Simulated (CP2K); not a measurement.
Band structure of Ba2As (I4/mmm, 6 atoms in the cell).

```yaml
crystal:
  lattice:
    - [9.40748, 0.00000, 0.00000]
    - [6.61004, 6.69389, 0.00000]
    - [-8.00876, -3.34694, 3.62746]
  atoms:
    - { symbol: Ba, position: [0.50000, 0.00000, 0.50000] }
    - { symbol: Ba, position: [0.00000, 0.50000, 0.50000] }
    - { symbol: Ba, position: [0.32500, 0.32500, 0.00000] }
    - { symbol: Ba, position: [0.67500, 0.67500, 0.00000] }
    - { symbol: As, position: [0.13600, 0.13600, 0.00000] }
    - { symbol: As, position: [0.86400, 0.86400, 0.00000] }
```

Computed with PBEsol, GPW, DZVP-MOLOPT-SR-GTH basis, GTH-PBE potentials (GTH_POTENTIALS) run with CP2K 2026.2.

Settings: CUTOFF = 500 Ry; REL_CUTOFF = 50 Ry; SMEAR/METHOD = MARZARI_VANDERBILT; SIGMA = 0.2 eV; KPOINTS/SCHEME = MONKHORST-PACK 5 5 5; XC_FUNCTIONAL = PBE:PBESOL; Ba/BASIS_SET = DZVP-MOLOPT-SR-GTH; Ba/POTENTIAL = GTH-PBE-q10; As/BASIS_SET = DZVP-MOLOPT-SR-GTH; As/POTENTIAL = GTH-PBE-q5; METHOD = GPW; EPS_DEFAULT = 1e-10; EXTRAPOLATION = USE_GUESS; NGRIDS = 5.

The starting cell comes from a database of published, mostly measured structures (it also holds non-ambient and calculated ones), without a prior relaxation at this level. Values carry the incompleteness of an atom-centred basis. The potentials were made for another functional than the one used. The run gives no clean gap (levels at the Fermi energy touch, overlap or are partly filled at this smearing), which alone does not show that the compound is a metal.

Levels in eV from the Fermi level, bands 22 to 27:
```json
[
 {"point": "Γ", "22": "-1.74", "23": "-1.36", "24": "-1.09", "25": "-1.09", "26": "0.00", "27": "0.49"},
 {"point": "X", "22": "-1.52", "23": "-1.52", "24": "-1.49", "25": "-0.42", "26": "-0.09", "27": "0.64"},
 {"point": "Y", "22": "-1.53", "23": "-1.52", "24": "-1.50", "25": "-0.38", "26": "-0.05", "27": "0.60"},
 {"point": "S", "22": "-2.01", "23": "-1.66", "24": "-1.53", "25": "-0.06", "26": "0.73", "27": "0.97"},
 {"point": "Z", "22": "-1.70", "23": "-1.69", "24": "-0.93", "25": "-0.93", "26": "-0.13", "27": "0.03"},
 {"point": "S1", "22": "-2.01", "23": "-1.66", "24": "-1.53", "25": "-0.06", "26": "0.73", "27": "0.97"},
 {"point": "N", "22": "-1.90", "23": "-1.70", "24": "-1.68", "25": "0.03", "26": "0.74", "27": "0.98"},
 {"point": "P", "22": "-1.65", "23": "-1.51", "24": "-1.51", "25": "-0.33", "26": "0.19", "27": "0.19"},
 {"point": "Y1", "22": "-1.53", "23": "-1.52", "24": "-1.50", "25": "-0.38", "26": "-0.05", "27": "0.60"}
]
```

Bands cross the Fermi level along this path, so the cell is metallic at this level.

Higher empty bands are left out: an atom-centred basis made for the valence describes them poorly.
